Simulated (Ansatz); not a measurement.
Given:

End structure of the (111) surface of germanium, C on one of 1 surface atoms, Cl on every dangling bond (bottom of the slab: built like the top, H on every dangling bond, free):

```xyz
10
Lattice="4.0729 0.0000 0.0000 -2.0365 3.5273 0.0000 0.0000 0.0000 30.5000" Properties=species:S:1:pos:R:3 pbc="T T T"
Ge     0.0000     0.0000     9.7936
Ge     0.0000     2.3515    10.5822
Ge     0.0000     2.3515    13.0632
Ge     2.0365     1.1758    13.8979
Ge     2.0365     1.1758    16.3920
Ge     0.0000     0.0000    17.2294
Ge     0.0000     0.0000    19.7433
C      0.0000     2.3515    20.3646
H      0.0000     0.0000     8.2348
Cl     0.0000     2.3515    22.1392
```

Slab: 10 atoms, 14.2 Å thick at the start with caps and adatoms; k 8x8x1, smearing 0.025 eV, dipole-corrected; 2 atoms held, the rest relaxed; held to the start's symmetry, so lower structures may exist; no spin (no spin-polarised run to compare, though such a face may carry moments), no spin-orbit, no U. The slab shows no gap on its mesh. In PBE it lies 0.74 eV a 1x1 cell over the lowest computed structure of the same composition (C on one of 1 atoms under the surface, Cl on every dangling bond).

Q: What is the computed work function of the top face (PBE (Ansatz, an electronic-structure program))?

A: 5.16 eV
